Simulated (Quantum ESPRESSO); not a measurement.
Worked example: self-consistent single point of RbCl (Fm-3m, 2 atoms in the cell) in Quantum ESPRESSO.

Method: PBE, spin-orbit coupling, PseudoDojo fully relativistic norm-conserving (PBE) pseudopotentials (plane waves; Quantum ESPRESSO).

```xyz
2
Lattice="0.0000 3.2900 3.2900 3.2900 0.0000 3.2900 3.2900 3.2900 0.0000" Properties=species:S:1:pos:R:3 pbc="T T T"
Rb     0.0000     0.0000     0.0000
Cl     3.2900     3.2900     3.2900
```

Reference input (self-consistent single point, DFT, PBE, plane waves, PseudoDojo standard norm-conserving (PBE) pseudopotentials): ecutwfc = 60 Ry; occupations = smearing; smearing = fd; degauss = 0.0036749 Ry; potentials = {Rb: Rb.upf, Cl: Cl.upf}; K_POINTS = automatic 9 9 9 0 0 0; conv_thr = 1e-08 Ry; mixing_beta = 0.7. This run's input differs from it in these lines:

```diff
@@ -16,2 +16,4 @@
     degauss = 0.0036749
+    noncolin = .true.
+    lspinorb = .true.
 /
```

Its files differ too (potentials: PseudoDojo fully relativistic norm-conserving (PBE)).

Output, abridged:

```
     Self-consistent Calculation

     iteration #  1     ecut=    60.00 Ry     beta= 0.70

     Threshold (ethr) on eigenvalues was too large:
     Diagonalizing with lowered threshold

     total energy              =     -87.20771560 Ry
     estimated scf accuracy    <       0.08415299 Ry

     iteration #  2     ecut=    60.00 Ry     beta= 0.70

     total energy              =     -87.23175746 Ry
     estimated scf accuracy    <       0.02745400 Ry

     iteration #  3     ecut=    60.00 Ry     beta= 0.70

     total energy              =     -87.23752570 Ry
     estimated scf accuracy    <       0.00042115 Ry

   [... 2 blocks of this kind left out ...]

     iteration #  6     ecut=    60.00 Ry     beta= 0.70

     total energy              =     -87.23760544 Ry
     estimated scf accuracy    <       0.00000008 Ry

     iteration #  7     ecut=    60.00 Ry     beta= 0.70
     End of self-consistent calculation

     the Fermi energy is     3.2273 ev

!    total energy              =     -87.23760546 Ry
     estimated scf accuracy    <          1.1E-09 Ry
     smearing contrib. (-TS)   =       0.00000000 Ry
     internal energy E=F+TS    =     -87.23760546 Ry

     convergence has been achieved in   7 iterations

     Forces acting on atoms (cartesian axes, Ry/au):

     atom    1 type  1   force =    -0.00000000   -0.00000000    0.00000000
     atom    2 type  2   force =     0.00000000    0.00000000   -0.00000000

     Total force =     0.000000     Total SCF correction =     0.000000

          total   stress  (Ry/bohr**3)                   (kbar)     P=        8.69
   0.00005910   0.00000000   0.00000000            8.69        0.00        0.00
   0.00000000   0.00005910   0.00000000            0.00        8.69        0.00
   0.00000000  -0.00000000   0.00005910            0.00       -0.00        8.69

   JOB DONE.
```

The run converged in 7 iterations. Against the reference run the pressure moves little (0.85 to 0.87 GPa) and the gap on the mesh goes from 5.003 to 4.957 eV. The full log also holds: “c_bands:  2 eigenvalues not converged”.

The starting cell has typed, rounded lattice constants, without a prior relaxation at this level.

Cost on one core of a shared machine: roughly 3 min.
